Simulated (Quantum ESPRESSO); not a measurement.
A self-consistent single point of AsS₂ (P2_1, 24 atoms in the cell) with Quantum ESPRESSO.

Computed with LDA (PZ), GBRV 1.5 ultrasoft (LDA) pseudopotentials (plane waves; Quantum ESPRESSO).

```yaml
crystal:
  lattice:
    - [7.33761, 0.00000, 0.00000]
    - [0.00000, 10.25966, 0.00000]
    - [-2.29959, 0.00000, 7.75821]
  atoms:
    - { symbol: As, position: [0.59161, 0.46918, 0.03076] }
    - { symbol: As, position: [0.40839, 0.96918, 0.96924] }
    - { symbol: As, position: [0.73916, 0.46213, 0.56268] }
    - { symbol: As, position: [0.26084, 0.96213, 0.43732] }
    - { symbol: As, position: [0.88693, 0.67883, 0.34261] }
    - { symbol: As, position: [0.11307, 0.17883, 0.65739] }
    - { symbol: As, position: [0.95852, 0.16951, 0.12419] }
    - { symbol: As, position: [0.04148, 0.66951, 0.87581] }
    - { symbol: S, position: [0.63580, 0.96410, 0.82109] }
    - { symbol: S, position: [0.36420, 0.46410, 0.17891] }
    - { symbol: S, position: [0.73079, 0.17329, 0.27446] }
    - { symbol: S, position: [0.26921, 0.67329, 0.72554] }
    - { symbol: S, position: [0.76453, 0.14201, 0.84662] }
    - { symbol: S, position: [0.23547, 0.64201, 0.15338] }
    - { symbol: S, position: [0.60105, 0.99570, 0.24889] }
    - { symbol: S, position: [0.39895, 0.49570, 0.75111] }
    - { symbol: S, position: [0.94274, 0.46304, 0.38968] }
    - { symbol: S, position: [0.05726, 0.96304, 0.61032] }
    - { symbol: S, position: [0.68259, 0.67813, 0.06866] }
    - { symbol: S, position: [0.31741, 0.17813, 0.93134] }
    - { symbol: S, position: [0.94929, 0.46138, 0.83567] }
    - { symbol: S, position: [0.05071, 0.96138, 0.16433] }
    - { symbol: S, position: [0.68868, 0.67780, 0.51909] }
    - { symbol: S, position: [0.31132, 0.17780, 0.48091] }
```

Reference input (self-consistent single point, DFT, LDA (PZ), plane waves, GBRV 1.5 ultrasoft (LDA) pseudopotentials): ecutwfc = 40 Ry; ecutrho = 200 Ry; occupations = smearing; smearing = fermi-dirac; degauss = 0.00147 Ry; potentials = {As: as_lda_v1.uspp.F.UPF, S: s_lda_v1.4.uspp.F.UPF}; K_POINTS = automatic 2 2 2 0 0 0; conv_thr = 1e-09 Ry. This run's input differs from it in these lines:

```diff
@@ -16,4 +16,4 @@
     ntyp = 2
-    ecutwfc = 40
-    ecutrho = 200
+    ecutwfc = 24
+    ecutrho = 120
     occupations = 'smearing'
```

The program printed (abridged):

```
     Self-consistent Calculation

     iteration #  1     ecut=    24.00 Ry     beta= 0.70

     Threshold (ethr) on eigenvalues was too large:
     Diagonalizing with lowered threshold

     total energy              =    -703.66273276 Ry
     estimated scf accuracy    <       0.70961360 Ry

     iteration #  2     ecut=    24.00 Ry     beta= 0.70

     total energy              =    -703.76529640 Ry
     estimated scf accuracy    <       0.70547848 Ry

     iteration #  3     ecut=    24.00 Ry     beta= 0.70

     total energy              =    -703.91324135 Ry
     estimated scf accuracy    <       0.02150889 Ry

   [... 8 blocks of this kind left out ...]

     iteration # 12     ecut=    24.00 Ry     beta= 0.70

     total energy              =    -703.92071554 Ry
     estimated scf accuracy    <          5.4E-09 Ry

     iteration # 13     ecut=    24.00 Ry     beta= 0.70
     End of self-consistent calculation

     the Fermi energy is     4.5003 ev

!    total energy              =    -703.92071554 Ry
     estimated scf accuracy    <          6.1E-10 Ry
     smearing contrib. (-TS)   =      -0.00000000 Ry
     internal energy E=F+TS    =    -703.92071554 Ry

     convergence has been achieved in  13 iterations

     Forces acting on atoms (cartesian axes, Ry/au):

     atom    1 type  1   force =     0.00705113   -0.00722586    0.00370181
     atom    2 type  1   force =    -0.00705113   -0.00722586   -0.00370181
     atom    3 type  1   force =    -0.00727181   -0.00343068   -0.00019430
     atom    4 type  1   force =     0.00727181   -0.00343068    0.00019430
     atom    5 type  1   force =     0.00753994    0.00577456    0.00005535
   [... lines left out ...]

     Total force =     0.039150     Total SCF correction =     0.000048

          total   stress  (Ry/bohr**3)                   (kbar)     P=      -23.12
  -0.00017185   0.00000000  -0.00001216          -25.28        0.00       -1.79
   0.00000000  -0.00013467   0.00000000            0.00      -19.81        0.00
  -0.00001216   0.00000000  -0.00016488           -1.79        0.00      -24.26

   JOB DONE.
```

The run converged in 13 iterations. Against the reference run the free energy goes up by 16.7 meV/atom, the pressure goes from -1.79 to -2.31 GPa, the largest force goes from 0.259 to 0.276 eV/Å and the gap on the mesh hardly changes (1.170 to 1.174 eV).

The starting cell comes from a database of computed structures (which also holds hypothetical and non-ambient phases and stackings), without a prior relaxation at this level. At the lowered cutoff the pressure carries the error of an incomplete plane-wave basis.

Cost on one core of a shared machine: roughly 4 min.
